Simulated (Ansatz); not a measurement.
**A computed series for hypothetical CdI2 type CeO2: point defects**

Consider a 12-atom supercell of CeO2 in the CdI2 type structure (space group P-3m1, No. 164; a hypothetical phase, not in the database extracts checked) at its relaxed geometry.

```
CELL_PARAMETERS angstrom
      7.20331     0.00000     0.00000
     -3.60166     6.23825     0.00000
      3.60166     6.23825     4.52302
ATOMIC_POSITIONS crystal
  Ce 0.00000 0.00000 0.00000
  Ce 0.00000 0.50000 0.00000
  Ce 0.50000 0.00000 0.00000
  Ce 0.50000 0.50000 0.00000
  O  0.96633 0.13300 0.20033
  O  0.96633 0.63300 0.20033
  O  0.46633 0.13300 0.20033
  O  0.46633 0.63300 0.20033
  O  0.53367 0.36700 0.79967
  O  0.53367 0.86700 0.79967
  O  0.03367 0.36700 0.79967
  O  0.03367 0.86700 0.79967
```

One neutral defect a cell, atoms relaxed at fixed cell.

Computed with Ansatz (a program for electronic structure) PBE-D3(BJ), no spin-orbit coupling, earlier PAW set.

```tsv
variant	pressure	largest displacement of a host atom from its site in the perfect cell
perfect supercell	0.0 GPa	–
O on a Ce site (antisite), symmetric start	-1.7 GPa	0.19 Å
Li interstitial (started 2.26 Å from the nearest host atom), symmetric start	1.8 GPa	0.13 Å
Ce interstitial (started 2.11 Å from the nearest host atom), symmetric start	14.4 GPa	0.51 Å
```

Other magnetic orders, which the real material may have, were not ruled out. The 4f electrons are in the valence with no U and their state was not checked, so volumes and moments can be off. In so small a cell the defect repeats every few ångströms: this is an ordered compound, not a dilute defect. A case with no gap was solved on a k-mesh chosen for an insulator, which is coarse for it. The defect started on the symmetric site and kept its symmetry, so it may sit on a saddle. Starting moments died away, wholly or in part, for O on a Ce site (antisite) and the base; another magnetic solution may exist. No Hubbard U is applied, and correlation can decide whether such a compound is a metal. Spin-polarised in the final run: O on a Ce site (antisite), Li interstitial (started 2.26 Å from the nearest host atom) and Ce interstitial (started 2.11 Å from the nearest host atom); the other runs are not.
